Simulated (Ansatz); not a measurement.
## Response to strain in MgO

Consider MgO in the rock salt structure (space group Fm-3m, No. 225; a = 4.159 Å). Axes: x, y, z lie along the cube axes.

Strains are applied to the cell and any free atomic positions relax.

Computed with DFT with LDA, PAW potentials and a 420 eV plane-wave cutoff in Ansatz (a quantum-chemistry and plane-wave program), spin-orbit coupling left out.

Notes on the quantities. energy relative to the base: free energy F; pressure: mean of the normal stresses, compression positive.

```tsv
case	band gap	energy relative to the base	electron mass	pressure
base	5.03 eV	0 meV/atom	0.36 mₑ (at Γ)	-0.1 kbar
uniaxial strain ε_zz = −2.50 %	5.27 eV	+6.4 meV/atom	0.39 mₑ along z, 0.36 mₑ across (at Γ)	48.4 kbar
uniaxial strain ε_zz = −2.00 %	5.23 eV	+4.0 meV/atom	0.38 mₑ along z, 0.36 mₑ across (at Γ)	37.8 kbar
uniaxial strain ε_zz = −1.50 %	5.18 eV	+2.2 meV/atom	0.37 mₑ (at Γ)	27.7 kbar
uniaxial strain ε_zz = −0.50 %	5.08 eV	+0.2 meV/atom	0.36 mₑ (at Γ)	8.7 kbar
uniaxial strain ε_zz = +0.50 %	4.98 eV	+0.3 meV/atom	0.36 mₑ (at Γ)	-8.5 kbar
uniaxial strain ε_zz = +1.00 %	4.92 eV	+0.9 meV/atom	0.36 mₑ (at Γ)	-16.6 kbar
uniaxial strain ε_zz = +1.50 %	4.86 eV	+2.0 meV/atom	0.36 mₑ (at Γ)	-24.2 kbar
uniaxial strain ε_zz = +2.00 %	4.80 eV	+3.4 meV/atom	–	-31.6 kbar
uniaxial strain ε_zz = +2.50 %	4.75 eV	+5.2 meV/atom	0.34 mₑ along z, 0.36 mₑ across (at Γ)	-38.5 kbar
```

Effective masses come from finite differences of ±0.01 Å⁻¹. Stability against distortions was not tested.
